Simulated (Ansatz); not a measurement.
Defect: O vacancy in monoclinic ZrO2, neutral cell. All values below come from PBE, PAW (plane waves to 420 eV; Ansatz, a quantum-chemistry and plane-wave program).

Settings: 96 host sites, the relaxed PBE lattice, the Γ point alone, smearing 0.01 eV, spin-restricted, no image-charge correction. No zero-point or tunnelling terms. The charge state is imposed; whether it is stable for some Fermi level was not computed. Forms of the defect that were not tried may lie lower.

Barriers: single points on a 2×2×2 k-point mesh shifted by half a step at the bands' geometries (they differ from the bands' own by up to 0.15 eV, and are uncertain by about as much).

The step: a nearby O atom hops onto the vacant site. Atoms about the jump, Cartesian Å from the middle of the jump, before and after:

| atom | x0 | y0 | z0 | x1 | y1 | z1 |
|---|---|---|---|---|---|---|
| O1 | 0.19 | -1.20 | 0.12 | -0.19 | 1.20 | -0.12 |
| Zr2 | -0.89 | -0.24 | -1.55 | -0.91 | -0.23 | -1.53 |
| Zr3 | 0.91 | 0.23 | 1.53 | 0.89 | 0.24 | 1.55 |
| O4 | -2.13 | -1.73 | -0.80 | -2.10 | -1.72 | -0.79 |
| O5 | 2.10 | 1.72 | 0.79 | 2.13 | 1.73 | 0.80 |
| O6 | -0.68 | 1.34 | 2.46 | -0.69 | 1.35 | 2.53 |
| O7 | 0.69 | -1.35 | -2.53 | 0.68 | -1.34 | -2.46 |
| Zr8 | -1.37 | -2.39 | 1.11 | -1.35 | -2.38 | 1.13 |
| Zr9 | 1.35 | 2.38 | -1.13 | 1.37 | 2.39 | -1.11 |
| O10 | -0.22 | -1.36 | 2.78 | -0.21 | -1.35 | 2.74 |
| O11 | 0.21 | 1.35 | -2.74 | 0.22 | 1.36 | -2.78 |
| O12 | -2.58 | -0.92 | 1.86 | -2.58 | -0.91 | 1.86 |
| O13 | 2.58 | 0.91 | -1.86 | 2.58 | 0.92 | -1.86 |
| O14 | -2.60 | 0.91 | -1.85 | -2.64 | 0.90 | -1.85 |
| Zr15 | -1.36 | 2.87 | 1.12 | -1.36 | 2.86 | 1.12 |
| O16 | 2.64 | -0.90 | 1.85 | 2.60 | -0.91 | 1.85 |
| Zr17 | 1.36 | -2.86 | -1.12 | 1.36 | -2.87 | -1.12 |
| O18 | -3.04 | 1.69 | 0.78 | -3.07 | 1.71 | 0.80 |
| O19 | 3.07 | -1.71 | -0.80 | 3.04 | -1.69 | -0.78 |

Question: Predict the transition state.

Answer: 
| atom | x | y | z |
|---|---|---|---|
| O1 | 0.00 | 0.00 | 0.00 |
| Zr2 | -1.00 | -0.21 | -1.72 |
| Zr3 | 1.00 | 0.22 | 1.71 |
| O4 | -2.08 | -1.73 | -0.81 |
| O5 | 2.08 | 1.73 | 0.80 |
| O6 | -0.68 | 1.38 | 2.53 |
| O7 | 0.68 | -1.37 | -2.54 |
| Zr8 | -1.39 | -2.38 | 1.10 |
| Zr9 | 1.39 | 2.38 | -1.11 |
| O10 | -0.21 | -1.35 | 2.72 |
| O11 | 0.21 | 1.36 | -2.73 |
| O12 | -2.58 | -0.88 | 1.85 |
| O13 | 2.58 | 0.89 | -1.86 |
| O14 | -2.67 | 0.92 | -1.90 |
| Zr15 | -1.38 | 2.88 | 1.16 |
| O16 | 2.67 | -0.92 | 1.89 |
| Zr17 | 1.38 | -2.88 | -1.17 |
| O18 | -3.06 | 1.71 | 0.79 |
| O19 | 3.05 | -1.70 | -0.80 |
It lies 2.04 eV above the start and 2.04 eV above the end. The program found a first-order saddle point.
